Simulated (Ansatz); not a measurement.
# C: isotropic strain −5.18 %

The parent structure is C in the graphite type structure (space group P6_3/mmc, No. 194; a = 2.458 Å, c = 6.565 Å; layered, stacked along the Cartesian z axis).

One thing is altered: every lattice vector is shortened by 5.18 %, atoms relaxed at fixed cell.

The values are results of PBEsol-D3(BJ) in Ansatz (plane waves to 420 eV, PAW, no spin-orbit coupling), earlier PAW set, not measurements. Γ-centred 15×15×5 mesh, Fermi–Dirac width 0.05 eV.

| quantity | base | changed | shift |
|---|---|---|---|
| volume per atom | 8.59 Å³ | 7.32 Å³ | -1.27 Å³ |
| space group | P6_3/mmc (No. 194) | P6_3/mmc (No. 194) | – |
| shortest interatomic distance | 1.419 Å | 1.346 Å | -0.0735 Å |
| energy relative to the base (free energy F) | 0 meV/atom | +0.224 eV/atom | +0.224 eV/atom |
| pressure (mean of the normal stresses, compression positive) | 0.0 GPa | 62.8 GPa | +62.8 GPa |
| band gap | zero | zero | – |

A case with no gap was solved on a k-mesh chosen for an insulator, which is coarse for it. Stability against distortions was not tested.

Ansatz is a quantum-chemistry and plane-wave program.
